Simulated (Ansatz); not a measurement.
The parent structure is Ba in the bcc (W type) structure (space group Im-3m, No. 229; a = 4.882 Å; relaxed with 0.1 eV smearing). Axes: x, y, z lie along the cube axes.

Computed with PBEsol (Ansatz, an electronic-structure program, PAW, spin-orbit coupling left out).

It is then changed as follows: tensor shear ε_xy = +0.86 % (engineering shear γ = 0.0172), atoms relaxed at fixed cell.

Q: What happens to the energy relative to the base?

A: The energy rises by 0.6 meV/atom.

Q: What happens to the stress?

A: The stress (xx, yy, zz, yz, xz, xy; compression positive) is (0.0, 0.0, 0.0, 0.0, 0.0, -0.2) GPa.

The cells carry an imposed strain or load. Stability against distortions was not tested.
